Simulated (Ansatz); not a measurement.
Cubic perovskite CsSrF3, treated with LDA in Ansatz (PAW).

Run with plane-wave cutoff 520 eV, 8×8×8 k mesh, Fermi–Dirac smearing 0.01 eV, scalar-relativistic PAW data made under PBE.

The cell is scaled about its equilibrium volume:

```
V (Å³/atom)  P (GPa)  direct gap at Γ (eV)
-----------  -------  --------------------
18.874          3.82                 6.512
19.276          2.41                 6.446
19.678          1.14                 6.380
20.079          0.02                 6.314
20.481         -0.98                 6.247
20.882         -1.87                 6.180
21.284         -2.65                 6.113
```

A straight line through the gaps at Γ against ln V gives a volume deformation potential dE_g(Γ)/d ln V of -3.3 eV: the gap at Γ widens under compression.

Note: the relaxation could not lower the start's symmetry, so the cell can be a saddle point above a distorted one.

Spin–orbit coupling is not included.

Ansatz is an electronic-structure program.
